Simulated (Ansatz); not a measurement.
The starting structures come from a database of crystals and need not be the phases stable at ambient conditions.

 Where the default PAW files enter, the runs use the earlier of Ansatz's two default sets.

The decay constant κ of evanescent states in the gap governs leakage through a thin film.

Consider the following.

```xyz
6
Lattice="5.1452 0.0000 0.0000 0.0000 6.8999 0.0000 0.0000 0.9210 4.4912" Properties=species:S:1:pos:R:3 pbc="T T T"
Rb     3.8589     1.8577     1.0371
Rb     1.2863     5.9631     3.4540
H      3.8589     4.6580     2.3402
H      1.2863     3.1628     2.1510
S      3.8589     5.3508     1.1906
S      1.2863     2.4700     3.3005
```

Space group of this cell: P2_1/m. The cell is taken as given.

Transport runs along the normal of the first two printed cell vectors.

The gap is the functional's own. No spin-orbit coupling. Mid-gap values are interpolated on the energy grid.

**Question.** Give the band gap and the smallest decay constant κ at mid-gap that PBEsol run with Ansatz (a program for electronic structure) yields.

**Answer.** Gap 3.00 eV on a 6×6×8 mesh; κ = 0.326 1/Å, at the zone centre.
